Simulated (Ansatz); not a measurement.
Functionals compared on a constructed model of the (100) surface of fcc Rh, a pseudomorphic layer of Au in the host's stacking (bottom of the slab: a bare face, its two planes held), in Ansatz (plane waves, PAW). The structure was relaxed with PBE; the other rows are single points on it. Cutoff 420 eV (500 eV for r2SCAN).

Model: 7-atom slab, 11.8 Å thick at the start, 14x14x1 mesh, Fermi-Dirac 0.1 eV, dipole correction, 2 atoms held, the rest relaxed; held to the start's symmetry, so lower structures may exist; no spin, no spin-orbit, no U. It is one candidate, not shown to be the stable structure of the face. These notes are the PBE run's.

| functional | work function of the top face (eV) | rough cost of the single point |
|---|---|---|
| PBE | 5.17 | – |
| RPBE | … | about 60 core-seconds (a rough figure) |
| r2SCAN | 5.18 | very roughly 90 core-seconds |

Some entries are withheld; supply them.


- RPBE, work function of the top face (eV): 4.99

Ansatz is a program for electronic structure.
